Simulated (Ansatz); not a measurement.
Cells marked so need not be the phases stable at ambient conditions, and some may be hypothetical.

The gap is the functional's own. No spin-orbit coupling. Mid-gap values are interpolated on the energy grid.

A. Al₂Os (I4/mmm, not sure to be the ambient phase, 3 atoms a cell, 13.8 Å³ an atom), along the normal of (001)
B. Be3N2 (P6_3/mmc, not sure to be the ambient phase, 10 atoms a cell, 6.8 Å³ an atom), along the normal of (001)
C. NaCl (Fm-3m, rock salt, 2 atoms a cell, 21.8 Å³ an atom), along the normal of (001)

Task: Put the candidates in order of mid-gap decay constant of the slowest evanescent state, lowest first, for Ansatz (a first-principles code) with r2SCAN.

Result: A (0.09 1/Å), B (0.28 1/Å), C (0.42 1/Å)
